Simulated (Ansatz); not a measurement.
## Hypothetical wurtzite BeS, pressure series

Base system: BeS in the wurtzite structure (space group P6_3mc, No. 186; a = 3.412 Å, c = 5.625 Å; a hypothetical phase, not in the database extracts checked).

Cell and atoms are relaxed at each pressure.

The values are results of PBEsol, PAW, 420 eV (Ansatz, an electronic-structure program; no spin-orbit coupling), not measurements.

| pressure (GPa) | volume per atom (Å³/atom) |
|---|---|
| -2 | 14.483 |
| -1 | 14.325 |
| 0 | 14.176 |
| 0.3 | 14.132 |
| 0.7 | 14.075 |
| 1.5 | ? |
| 5 | 13.520 |
| 7.5 | 13.243 |
| 10 | 12.988 |

**Question.** Fit the third-order Birch–Murnaghan form P(V) = (3B₀/2)[(V₀/V)^(7/3) − (V₀/V)^(5/3)]·[1 + (3/4)(B₀′ − 4)((V₀/V)^(2/3) − 1)] (squares taken in P) to the rows shown and predict the withheld row.

**Answer.** Least squares on the printed values gives V₀ = 14.175 Å³/atom, B₀ = 96.8 GPa, B₀′ = 3.8; this predicts 13.963 Å³/atom, and the run gives 13.964 Å³/atom, in agreement.

Load acts through the strain it causes; cell and atoms are relaxed under it. Stability against distortions was not tested. Competing high-pressure phases were not computed.
